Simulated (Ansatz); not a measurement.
GaSb: pressure series

Take GaSb in the zinc blende structure (space group F-43m, No. 216; a = 6.1324 Å) as the base.

Cell and atoms are relaxed at each pressure.

Levels (all Ansatz, a quantum-chemistry and plane-wave program, PAW): r2SCAN (500 eV, without spin-orbit coupling); HSE06 (420 eV, no SOC).

Band gaps by level, all at the geometries relaxed with r2SCAN:

| case | r2SCAN | HSE06 |
|---|---|---|
| base | 0.41 eV | 0.77 eV |
| pressure −2 GPa | 0.10 eV | … |
| pressure −1 GPa | 0.26 eV | 0.61 eV |
| pressure 1.8 GPa | 0.65 eV | … |
| pressure 4.2 GPa | 0.84 eV | 1.18 eV |
| pressure 9 GPa | 0.91 eV | 1.21 eV |
| pressure 30 GPa | 0.54 eV | … |
| pressure 60 GPa | 0.13 eV | 0.41 eV |

**Question.** What belongs in the blanks?

**Answer.** 
- pressure −2 GPa, HSE06: 0.43 eV
- pressure 1.8 GPa, HSE06: 1.03 eV
- pressure 30 GPa, HSE06: 0.83 eV

Single points use the geometry relaxed with r2SCAN. HSE06 gaps are upper bounds (no full band path). With Sb present, leaving out spin-orbit coupling can change the band edges. Load acts through the strain it causes; cell and atoms are relaxed under it. Stability against distortions was not tested. Tetrahedral semiconductors of this kind turn to denser phases somewhere between about 1 and 50 GPa; those were not computed, so compressed cells here can lie past the real transition. The zero or small gap of GaSb under pressure −2 GPa, GaSb under pressure −1 GPa and GaSb under pressure 60 GPa can change with the level of theory.
